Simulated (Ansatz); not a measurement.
# How far to go with the k-point mesh at a smearing width of 0.02 eV: LuCd (P4mm, 2 atoms in the cell)

```
CELL_PARAMETERS angstrom
      3.62278     0.00000     0.00000
      0.00000     3.62278     0.00000
      0.00000     0.00000     3.62278
ATOMIC_POSITIONS crystal
  Lu 0.50000 0.50000 0.51380
  Cd 0.00000 0.00000 0.00000
```

Computed with PBEsol, default PAW files made with PBE (plane waves; Ansatz, a program for electronic structure).

Base settings: basis.ecutwfc = 30.9 Ry; kpoints.mp_grid.grid = 9 9 9; hamiltonian.xc = pbesol; hamiltonian.pseudopotentials = {kind: paw} (the program's default PAW files); scf.occupations.method = fermi_dirac; scf.occupations.width = 0.0073 Ry.

In this ladder: scf.occupations.width = 0.0015 Ry.

Only quantities that move along the ladder and can be compared are tabulated.

The count of work is k-points × plane waves × bands × iterations; it is no time. 

The starting cell comes from a database of computed structures (which also holds hypothetical and non-ambient phases and stackings), without a prior relaxation at this level. Its lattice was rescaled by up to half a per cent. One atom was moved a little off its site on purpose. Ansatz's pressure includes its estimate of the finite-basis (Pulay) stress.

```csv
kpoints.mp_grid.grid,free energy less the last step's (meV/atom),pressure (GPa),largest difference of a force vector from the last step's (eV/Å),count of work / last
3 3 3,30.35,-1.66,0.014,0.0064
4 4 4,97.88,-1.31,0.026,0.019
5 5 5,17.98,-0.56,0.016,0.019
6 6 6,-4.80,-0.78,0.002,0.043
7 7 7,-2.87,-0.92,0.006,0.043
8 8 8,2.23,-0.79,0.004,0.080
10 10 10,-0.39,-0.74,0.000,0.13
12 12 12,0.47,-0.76,0.000,0.21
18 18 18,-0.12,-0.80,0.000,0.59
22 22 22,0.00,-0.80,0.000,1.0
```

Coarsest kpoints.mp_grid.grid that holds the forces within 0.02 eV/Å of the last step, with all finer ones: 5 5 5, at 0.019 of the last step's count of work; the step before is off by 0.026 eV/Å.

Coarsest kpoints.mp_grid.grid that holds the pressure within 0.1 GPa of the last step, with all finer ones: 8 8 8, at 0.080 of the last step's count of work; the step before is off by 0.12 GPa.

Coarsest kpoints.mp_grid.grid that holds the free energy within 1 meV/atom of the last step, with all finer ones: 10 10 10, at 0.13 of the last step's count of work; the step before is off by 2.2 meV/atom.

Keys are those of Ansatz 0.2.
